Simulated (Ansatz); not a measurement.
## Effect of N → Sb on GaN

Start from GaN in the zinc blende structure (space group F-43m, No. 216; a = 4.498 Å).

Now apply this change: every N is replaced by Sb, then cell and atoms are relaxed.

Calculations: r2SCAN/PAW in Ansatz (an electronic-structure program), no spin-orbit coupling. Γ-centred 13×13×13 mesh, Fermi–Dirac width 0.05 eV.

The volume per atom rises by 17.46 Å³ to 28.83 Å³ and the lattice parameter a rises by 1.635 Å to 6.133 Å. The space group stays F-43m (No. 216) and the band gap decreases by 1.76 eV to 0.41 eV. The gap character stays direct at Γ and the width of the top valence band shrinks by 0.51 eV, from 3.72 eV to 3.21 eV. The electron mass changes from 0.17 mₑ (at Γ) to 0.023 mₑ (at Γ).

Final structure:

```xyz
2
Lattice="0.0000 3.0665 3.0665 3.0665 0.0000 3.0665 3.0665 3.0665 0.0000" Properties=species:S:1:pos:R:3 pbc="T T T"
Sb     1.5332     1.5332     1.5332
Ga     0.0000     0.0000     0.0000
```

Spin-orbit coupling, missing from the scalar runs, can matter with Sb. Effective masses come from finite differences of ±0.01 Å⁻¹. Whether these cells are dynamically stable was not tested. This is not the structure that GaN has at room temperature and ambient pressure.
